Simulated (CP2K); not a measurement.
Band structure of LaAl₂BRu₂ (P4/mmm, 6 atoms in the cell).

```
LaAl2BRu2
1.0
    4.22935     0.00000     0.00000
    0.00000     4.22935     0.00000
    0.00000     0.00000     5.67992
La Al B Ru
1 2 1 2
Direct
  0.00000   0.00000   0.50000
  0.50000   0.50000   0.74577
  0.50000   0.50000   0.25423
  0.00000   0.00000   0.00000
  0.50000   0.00000   0.00000
  0.00000   0.50000   0.00000
```

Level of theory: PBEsol, GPW, DZVP-MOLOPT-SR-GTH basis, GTH-PBE potentials (GTH_POTENTIALS) (CP2K).

Settings: CUTOFF = 500 Ry; REL_CUTOFF = 50 Ry; SMEAR/METHOD = GAUSSIAN; SIGMA = 0.05 eV; KPOINTS/SCHEME = MONKHORST-PACK 5 5 4; GAMMA_CENTERED = T; XC_FUNCTIONAL = PBE:PBESOL; La/BASIS_SET = DZVP-MOLOPT-SR-GTH; La/POTENTIAL = GTH-PBE-q11; Al/BASIS_SET = DZVP-MOLOPT-SR-GTH; Al/POTENTIAL = GTH-PBE-q3; B/BASIS_SET = DZVP-MOLOPT-SR-GTH; B/POTENTIAL = GTH-PBE-q3; Ru/BASIS_SET = DZVP-MOLOPT-SR-GTH.

The starting cell comes from a database of computed structures (which also holds hypothetical and non-ambient phases and stackings), without a prior relaxation at this level. Spin polarisation is off. Values carry the incompleteness of an atom-centred basis. The potentials were made for another functional than the one used.

Levels in eV from the Fermi level, bands 23 to 28:
```
point     23     24     25     26     27    28
-----  -----  -----  -----  -----  -----  ----
Γ      -0.98  -0.88  -0.88  -0.51   0.96  1.29
X      -2.06  -1.77  -0.56   0.03   0.23  0.71
M      -1.75  -1.11  -1.11  -0.71  -0.35  1.47
Z      -1.20  -0.82  -0.82  -0.41  -0.36  0.96
R      -1.68  -1.67  -1.42  -1.38   1.01  1.63
A      -2.04  -0.73  -0.37  -0.18  -0.18  1.38
```

Bands cross the Fermi level along this path, so the cell is metallic at this level.

Higher empty bands are left out: an atom-centred basis made for the valence describes them poorly.
